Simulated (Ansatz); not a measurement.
# A computed series for BeSe: pressure series

The reference is BeSe in the zinc blende structure (space group F-43m, No. 216; a = 5.1289 Å).

Cell and atoms are relaxed at each pressure.

Calculations: Ansatz (a program for electronic structure), PBEsol, PAW, cutoff 420 eV, no spin-orbit coupling.

```json
[
 {"pressure (GPa)": "-2", "volume per atom (Å³/atom)": "17.315"},
 {"pressure (GPa)": "-1", "volume per atom (Å³/atom)": "17.082"},
 {"pressure (GPa)": "0", "volume per atom (Å³/atom)": "16.865"},
 {"pressure (GPa)": "0.3", "volume per atom (Å³/atom)": "16.801"},
 {"pressure (GPa)": "0.7", "volume per atom (Å³/atom)": "16.719"},
 {"pressure (GPa)": "1.5", "volume per atom (Å³/atom)": "?"},
 {"pressure (GPa)": "3", "volume per atom (Å³/atom)": "16.280"},
 {"pressure (GPa)": "5", "volume per atom (Å³/atom)": "15.939"},
 {"pressure (GPa)": "10", "volume per atom (Å³/atom)": "15.212"}
]
```

Task: Fit the third-order Birch–Murnaghan form P(V) = (3B₀/2)[(V₀/V)^(7/3) − (V₀/V)^(5/3)]·[1 + (3/4)(B₀′ − 4)((V₀/V)^(2/3) − 1)] (squares taken in P) to the rows shown and predict the withheld row.

Result: Least squares on the printed values gives V₀ = 16.864 Å³/atom, B₀ = 79.6 GPa, B₀′ = 3.8; this predicts 16.560 Å³/atom, and the run gives 16.560 Å³/atom, in agreement.

Load acts through the strain it causes; cell and atoms are relaxed under it. Whether these cells are dynamically stable was not tested. No other phases were tried under pressure.
